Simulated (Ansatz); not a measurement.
# CdS: pressure series

Consider CdS in the zinc blende structure (space group F-43m, No. 216).

```
CdS
1.0
    0.00000     2.93884     2.93884
    2.93884     0.00000     2.93884
    2.93884     2.93884     0.00000
Cd S
1 1
Cartesian
  0.00000   0.00000   0.00000
  1.46942   1.46942   1.46942
```

Cell and atoms are relaxed at each pressure.

Method: DFT with r2SCAN, PAW potentials and a 500 eV plane-wave cutoff in Ansatz (a quantum-chemistry and plane-wave program), scalar-relativistic without spin-orbit coupling.

```csv
pressure (GPa),band gap (eV)
-2,1.46
-1,1.50
0,1.54
0.9,1.58
2.1,1.62
4.5,1.69
9,?
15,1.90
```

Question: Fit E_g = E₀ + αP + βP² to the rows shown and predict the withheld row.

Answer: Least squares on the printed values gives E₀ = 1.54 eV, α = 38.3 meV/GPa, β = -0.96 meV/GPa² (largest residual 0.01 eV); this predicts 1.81 eV, and the run gives 1.80 eV, in agreement.

Load acts through the strain it causes; cell and atoms are relaxed under it. Whether these cells are dynamically stable was not tested. Tetrahedral semiconductors of this kind turn to denser phases somewhere between about 1 and 50 GPa; those were not computed, so compressed cells here can lie past the real transition.
